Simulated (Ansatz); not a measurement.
For ZnSnO₃ (R3c, No. 161; start mp-13334), LDA (PAW; Ansatz, a quantum-chemistry and plane-wave program) gives:

| Quantity | Result |
|---|---|
| lattice constant a | 5.225 Å |
| c axis length | 13.864 Å |

What does PBE-D4 (Ansatz, plane waves, PAW) give for the same quantities?


- lattice constant a: 5.311 Å (goes up by 1.6 %)
- lattice parameter c: 14.074 Å (grows by 1.5 %)

Changes are worked out from the printed values.

Unless a cell is named, each level is at its own relaxed cell (LDA 10.93, PBE-D4 11.46 Å³/atom).

Caveats: the relaxation could not lower the start's symmetry, so the cell can be a saddle point above a distorted one (LDA, PBE-D4). Ansatz's density-functional and Hartree–Fock values are scalar-relativistic unless marked +SOC, with PAW data made under PBE.

A start named mp-… is a Materials Project structure, which can be a computed phase never made.
